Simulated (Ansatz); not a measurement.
Start from HfRu in the CsCl type structure (space group Pm-3m, No. 221; a = 3.2088 Å; relaxed with 0.1 eV smearing). Axes: x, y, z lie along the cube axes.

Calculations: Ansatz (a quantum-chemistry and plane-wave program), PBEsol, PAW, cutoff 420 eV, no SOC.

Base values:

| Property | Value |
|---|---|
| Band gap | zero |
| Pressure | 0.0 GPa |

One thing is altered: uniaxial strain ε_zz = −1.23 %, all other strain components held at zero, atoms relaxed at fixed cell.

Q: Estimate the effect on the band gap, pressure and energy relative to the base.

A: The band gap is still zero; the pressure (mean of the normal stresses, compression positive) goes from zero to 2.7 GPa; the energy rises by 3.2 meV/atom.

Stability against distortions was not tested. The final runs are not spin-polarised.
